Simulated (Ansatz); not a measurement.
For cubic perovskite CsPbBr₃ (cubic high-temperature phase), PBE (Ansatz, an electronic-structure program, PAW) gives:

| Item | Value |
|---|---|
| equilibrium lattice constant a | 6.003 Å |
| bulk modulus | 18.5 GPa |
| band gap at the measured cell | 1.54 eV |

Problem. What does r²SCAN+SOC in Ansatz (PAW) give for the same quantities?

Solution. 
- lattice constant a: 5.929 Å (decreases by 1.2 %)
- bulk modulus: 21.1 GPa (grows by 14 %)
- band gap at the measured cell: 0.62 eV (decreases by 0.92 eV)

Changes are worked out from the printed values.

Unless a cell is named, each level is at its own relaxed cell (PBE 43.26, r²SCAN+SOC 41.69 Å³/atom).

Levels without +SOC leave out spin–orbit coupling, which shifts energies and cells of such heavy elements.

Levels without +SOC have no spin–orbit coupling; where heavier elements are present it shifts gaps, mostly down, and can invert bands. Density-functional gaps are differences of (generalised) Kohn–Sham levels.

Caveats: the relaxation could not lower the start's symmetry, so the cell can be a saddle point above a distorted one (PBE, r²SCAN+SOC). Ansatz's density-functional and Hartree–Fock values are scalar-relativistic unless marked +SOC, with PAW data made under PBE.
